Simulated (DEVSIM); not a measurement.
Structure: abrupt Si n-p junction, at 300 K.

Layer 1 from the left is Si, thickness (μm) 22.0, Nd (cm⁻³) 2.6e16, τn (s) 0.00038, τp (s) 0.00038. Layer 2 from the left is Si, thickness (μm) 52.0, Na (cm⁻³) 2.2e14, τn (s) 0.00038, τp (s) 0.00038.

Left contact: ohmic. Right contact: ohmic. Voltage is applied to the left contact. Recombination: SRH at mid-gap, radiative, Auger. Mobility is μmin + (μ − μmin)/(1 + (N/Nref)^α).

Constants are typed, rounded textbook-type inputs, not results; the design itself was drawn at random and stands for no fabricated device. Values at 300 K.

Si: gap (eV) 1.124, affinity (eV) 4.05, permittivity 11.7, Nc (cm⁻³) 2.86e19, Nv (cm⁻³) 3.1e19, μn (cm²/Vs) 1417, μp (cm²/Vs) 470, μn,min 52, μp,min 45, Nref,n 9.7e16, Nref,p 2.2e17, αn 0.68, αp 0.72, B (cm³/s) 4.7e-15, Cn (cm⁶/s) 2.8e-31, Cp (cm⁶/s) 9.9e-32.

Estimate by hand the built-in potential, the peak field at zero bias, the capacitance at 3 V, and compare with a numerical solution.


- Built-in potential: ni = √(Nc Nv) exp(−Eg/2kT) = 1.08e10 cm⁻³ with Eg = 1.124 eV; Vbi = kT/q ln(Na Nd/ni²) = 0.636 V; numerical 0.636 V.
- Peak field at zero bias: depletion approximation: W = √(2εVbi/(qN)) = 1.94 μm with N = 2.18e14 cm⁻³; field = 2Vbi/W = 6550 V/cm; numerical 10100 V/cm (estimate below by 35 %).
- Capacitance at 3 V: C = √(qεN / 2(Vbi + |V|)) = 2.23 nF/cm²; numerical 2.25 nF/cm² (estimate below by 0.82 %).

Simulated with DEVSIM: 1D drift-diffusion, Boltzmann statistics, complete ionisation; no tunnelling, impact ionisation, image-force lowering or self-heating.
